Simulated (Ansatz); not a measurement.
Input and output of a self-consistent single point for ZnInGaO4 (R3m, 7 atoms in the cell) (Ansatz, a quantum-chemistry and plane-wave program).

Method: PBE (plane waves, PAW; Ansatz).

```
CELL_PARAMETERS angstrom
      1.64750     0.95118     8.69000
     -1.64750     0.95118     8.69000
      0.00000    -1.90237     8.69000
ATOMIC_POSITIONS crystal
  In 0.00000 0.00000 0.00000
  Ga 0.78290 0.78290 0.78290
  Zn 0.21710 0.21710 0.21710
  O  0.87180 0.87180 0.87180
  O  0.12820 0.12820 0.12820
  O  0.70720 0.70720 0.70720
  O  0.29280 0.29280 0.29280
```

Reference input (self-consistent single point, DFT, PBE, plane waves, default PAW files): basis.ecutwfc = 420 eV; kpoints.mp_grid.grid = 8 8 8; hamiltonian.xc = pbe; hamiltonian.pseudopotentials = {kind: paw} (the program's default PAW files); scf.occupations.method = fermi_dirac; scf.occupations.width = 0.1 eV. This run's input differs from it in these lines:

Ansatz 0.2 input:
```diff
@@ -14,3 +14,3 @@
 basis:
-  ecutwfc: 420.0
+  ecutwfc: 840.0
 kpoints:
```

Output, abridged:

```
SCF iter   1: F=—  HF=-14970.525882 eV  |F-HF|=—  |Δ(HF+E_count)|=         —  Δρ=3.53e-3  dr2=8.04e-3  ethr=1.77e-3  ⟨swp⟩=6.2  Hψ=11550  notcnv=0  defer=1
all-band conjugate gradients solve this SCF's bands
preconditioner: auto → Resta (q_TF=auto, 2.606 Å⁻¹)
SCF iter   2: F=—  HF=-14970.524626 eV  |F-HF|=—  |Δ(HF+E_count)|=   1.26e-3  Δρ=1.42e-3  dr2=1.34e-3  ethr=1.30e-5  ⟨swp⟩=2.0  Hψ=5083  notcnv=0  defer=2
   [... lines left out ...]
SCF iter   6: F=—  HF=-14970.524276 eV  |F-HF|=—  |Δ(HF+E_count)|=   2.21e-6  Δρ=6.06e-5  dr2=2.34e-6  ethr=1.92e-8  ⟨swp⟩=2.0  Hψ=3853  notcnv=0  defer=2
SCF iter   7: F=—  HF=-14970.524276 eV  |F-HF|=—  |Δ(HF+E_count)|=   1.94e-9  Δρ=1.82e-5  dr2=2.55e-7  ethr=3.77e-9  ⟨swp⟩=2.0  Hψ=3918  notcnv=0  defer=2
SCF iter   8: F=—  HF=-14970.524277 eV  |F-HF|=—  |Δ(HF+E_count)|=   1.72e-7  Δρ=1.23e-5  dr2=1.16e-7  ethr=1.61e-10  ⟨swp⟩=11.1  Hψ=14464  notcnv=0
SCF iter   9: F=-14970.524277 eV  HF=-14970.524277 eV  |F-HF|=3.63e-9  |Δ(HF+E_count)|=   1.41e-8  Δρ=5.28e-6  dr2=2.40e-8  ethr=1.61e-10  ⟨swp⟩=5.8  Hψ=10774  notcnv=0
SCF 1 converged in 9 iterations: F = -14970.524277 eV  dr2 = 2.40e-8
Free energy (F): -14970.524277 eV
Internal energy: -14970.519129 eV  (E = F + TS)
E sigma→0 (E₀):  -14970.521703 eV
Entropy (-TS):   -0.005148 eV (-0.735 meV/atom)
Fermi energy:    9.768468 eV
--- Forces (eV/Å), atoms counted from 1 ---
  atom   1  In     0.00000000    -0.00000003    -1.53255477
  atom   2  Ga     0.00000000     0.00000002     0.96880604
  atom   3  Zn     0.00000000     0.00000001     0.37069342
  atom   4  O      0.00000000    -0.00000003    -1.67996778
  atom   5  O      0.00000000    -0.00000002    -1.23287822
  atom   6  O      0.00000000     0.00000004     1.99361042
  atom   7  O     -0.00000000     0.00000002     1.11226837
--- Stress (GPa, compression-positive) ---
        9.836481       0.000000       0.000000
        0.000000       9.836481      -0.000000
        0.000000      -0.000000       3.831316
  P = ⅓ Tr σ = 7.8348 GPa (78.348 kbar)
  The stress holds the Pulay correction. Without it, at fixed plane waves, as pw.x and ABINIT print it: P = 7.8164 GPa
```

The run converged in 9 iterations. Against the reference run the free energy falls by 5.5 meV/atom, the pressure hardly changes (7.86 to 7.83 GPa) and the largest force hardly changes (1.997 to 1.994 eV/Å).

The starting cell was generated: these elements placed on a structure prototype, without a prior relaxation; it need not be a known phase or ordering of this composition. Forces in this geometry exceed 1 eV/Å. Ansatz's pressure includes its estimate of the finite-basis (Pulay) stress. The run gives no clean gap (levels at the Fermi energy touch, overlap or are partly filled at this smearing), which alone does not show that the compound is a metal.

Cost on one core of a shared machine: roughly 90 s.
